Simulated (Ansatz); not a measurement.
Base system: KCl in the rock salt structure (space group Fm-3m, No. 225).

```xyz
2
Lattice="0.0000 3.1214 3.1214 3.1214 0.0000 3.1214 3.1214 3.1214 0.0000" Properties=species:S:1:pos:R:3 pbc="T T T"
K      0.0000     0.0000     0.0000
Cl     3.1214     3.1214     3.1214
```

Cartesian axes are those of the cell as printed.

The values are results of DFT with PBEsol, PAW potentials and a 420 eV plane-wave cutoff in Ansatz (a program for electronic structure), no spin-orbit coupling, not measurements.

Before the change:

| Property | Value |
|---|---|
| Valence-band top at Γ | 0.00, 0.00, 0.00 eV |

Modification: compressive biaxial strain of 0.83 % in the plane normal to [111], as in epitaxy on a mismatched substrate; the out-of-plane cell vector and the atoms relax.

### Question
What does the calculation give for the valence-band top at Γ after the change?

### Answer
The valence-band top at Γ (three highest levels, from the VBM) goes from 0.00, 0.00, 0.00 eV to 0.00, 0.00, -0.03 eV.

### Question
What does the calculation give for the out-of-plane strain after the change?

### Answer
The out-of-plane strain is +0.89 %.

The levels and masses belong to the bands next to the band gap. Whether these cells are dynamically stable was not tested.
